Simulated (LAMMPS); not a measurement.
Melts of Pd (fcc) with 75 % of Pd sites Pt cooled to 300 K at several rates.

Method: classical MD, pair style eam, the elements' _u3.eam files (universal-3 set of Foiles, Baskes and Daw); code LAMMPS.

```csv
cooling rate (K/s),energy above the crystal,state,density,coordination number of Pd by Pt,rough cost
1e+12,0.028 eV/atom,crystallised,19.0 g/cm³ (one sample),8.8 (counted to 3.38 Å),80 core-minutes
1e+13,0.082 eV/atom,partly crystallised,18.8 g/cm³ (one sample),9.6 (counted to 3.58 Å),10 core-minutes
1e+14,0.085 eV/atom,glass,18.8 g/cm³ (one sample),9.7 (counted to 3.62 Å),2.3 core-minutes
```

Costs are rough and include melting and analysis.

Caution (rows 1e+12; 1e+13): the cell keeps the atom count and shape of the starting crystal, which eases freezing.
